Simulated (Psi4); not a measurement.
Psi4 1.11, PBE/def2-svp: Ag(SH)(py) ([SH][Ag]<-[n]1ccccc1), 14 atoms. The geometry is a generated start, not checked to be a minimum at this level.

| Property | Value |
|---|---|
| task | energy |
| method | pbe |
| basis | def2-svp |
| memory | 3 GB |
| maxiter | 100 |
| keys of the molecule block | symmetry c1 |
| scf_type | df (default) |
| guess | auto, which took SAD (default) |
| scf_initial_accelerator | adiis (default) |
| e_convergence | 1e-06 (default) |
| d_convergence | 1e-06 (default) |
| dft_radial_points | 75 (default) |
| dft_spherical_points | 302 (default) |
| effective core potentials | those of the basis set, past Kr |
| basis functions | 163 |
| grid points | 297778 |

```xyz
14

Ag     0.8256     1.4180    -2.1371
S      1.4673     2.6175    -4.0178
H      2.7703     2.6139    -3.7665
C     -0.8402    -1.2317     1.8381
C     -0.8579    -1.7756     0.5630
C     -0.4036    -1.0086    -0.4957
N      0.0512     0.2325    -0.3488
C      0.0632     0.7531     0.8748
C     -0.3700     0.0629     1.9941
H     -1.1858    -1.8021     2.6876
H     -1.2160    -2.7784     0.3895
H     -0.4009    -1.3997    -1.5040
H      0.4346     1.7655     0.9586
H     -0.3378     0.5327     2.9641
```

Charge 0 and multiplicity 1 are set for this test and not shown to be the ground state.

One run each on 2 threads. Values of diis_max_vecs tried: 3, 6, 10 (default), 20.

**Question.** How does the count of SCF iterations change with diis_max_vecs, and where is it least?

**Answer.** Fewest SCF iterations, within one of each other: 6 with 15, 10 (default) with 15, 20 with 15. The count rises to 29 at 3. All converge to one solution.

```tsv
diis_max_vecs	SCF iterations	end
3	29	same solution
6	15	same solution
10 (default)	15	same solution
20	15	same solution
```
